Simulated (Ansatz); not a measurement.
We consider CdS (model structure, started from the BN type, Pm-3n, No. 223, 12 atoms in the cell), described by LDA (Ansatz, a program for electronic structure, plane waves, PAW).

Numerical settings: plane-wave cutoff 520 eV, 6×6×6 k mesh, Fermi–Dirac smearing 0.01 eV, scalar-relativistic PAW data made under PBE.

Cell (relaxed with PBEsol):

CdS is taken in the cubic space group Pm-3n (No. 223), Pearson symbol cP12. Lattice parameters: a = 7.165 Å, b = 7.165 Å, c = 7.165 Å, α = 90.00°, β = 90.00°, γ = 90.00°. Cd on 6c is coordinated by 4 S at 2.533 Å. S on 6d is surrounded by 4 Cd at 2.533 Å. (Neighbours: up to the widest gap in distance over summed covalent radii, below 1.35, at either atom; cation-cation and far metal-metal contacts left out.)

Give the computed band gap.


band gap: 1.12 eV

Note: the relaxation could raise the start's symmetry but not lower it, so the cell can be a saddle point; cell and atoms aren't relaxed at this level (pressure -1.7 GPa).

Spin–orbit coupling is not included.

Computed values are for the static lattice.

The result took around 110 core-seconds (rough).

A model structure was made by putting elements into a prototype or built by hand; it is no filed structure, need not be a known phase, and can be a saddle point held by its symmetry.
